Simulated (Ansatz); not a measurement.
Base system: AlN in the wurtzite structure (space group P6_3mc, No. 186; a = 3.089 Å, c = 4.943 Å).

The values are results of DFT with LDA, PAW potentials and a 420 eV plane-wave cutoff in Ansatz (a program for electronic structure), spin-orbit coupling left out, not measurements.

Base values:

- Band gap = 4.42 eV
- Valence-band top at Γ = 0.00, -0.23, -0.23 eV

The change: a hydrostatic pressure of 15 GPa.

Question: What happens to the band gap and valence-band top at Γ?

Answer: The band gap increases by 0.52 eV to 4.94 eV; the valence-band top at Γ (three highest levels, from the VBM) becomes 0.00, -0.31, -0.31 eV (base: 0.00, -0.23, -0.23 eV).

Load acts through the strain it causes; cell and atoms are relaxed under it. Whether these cells are dynamically stable was not tested. Measured, AlN leaves this structure (for rock salt) near 14 GPa (temperature not stated; as listed in Datta, Sujoy, Jana, Debnarayan, arXiv (2020)), on rising pressure, with hysteresis.
